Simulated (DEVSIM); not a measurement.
Structure: Co/SiO2/n-GaAs capacitor, at 300 K.

```tsv
layer (left to right)	material	thickness (nm)	Nd (cm⁻³)
1	SiO2	1.10	-
2	GaAs	2100	9.6e16
```

Metal gate on the left, work function 5 eV. Fixed charge at the semiconductor interface 0 cm⁻² (in units of +e); interface traps 1e11 cm⁻² eV⁻¹, uniform in energy, neutral level at 0.3 of the gap above the valence band.

The device is made up for the run: typed textbook-type constants, with dimensions and the other settings drawn at random. Values at 300 K.

```csv
parameter,SiO2,GaAs
gap (eV),9,1.424
affinity (eV),0.9,4.07
permittivity,3.9,12.9
Nc (cm⁻³),-,4.7e17
Nv (cm⁻³),-,9e18
```

Model (solved in DEVSIM): 1D Poisson equation in equilibrium, Boltzmann statistics, complete ionisation; no quantum confinement or tunnelling. Metal contacts follow the ideal Schottky-Mott rule: no Fermi-level pinning, no interface dipoles.

### Question
Give the band bending (positive: bands bend down) and minority sheet density.

### Answer

| Vg (V) | ψs (V) | minority carriers (cm⁻²) |
|---|---|---|
| -0.6 | -1.378 | 8.0e11 |
| -0.3 | -1.126 | < 1e8 |
| 0 | -0.836 | < 1e8 |
| 0.3 | -0.548 | < 1e8 |
| 0.6 | -0.264 | < 1e8 |
| 0.9 | 0.005 | < 1e8 |
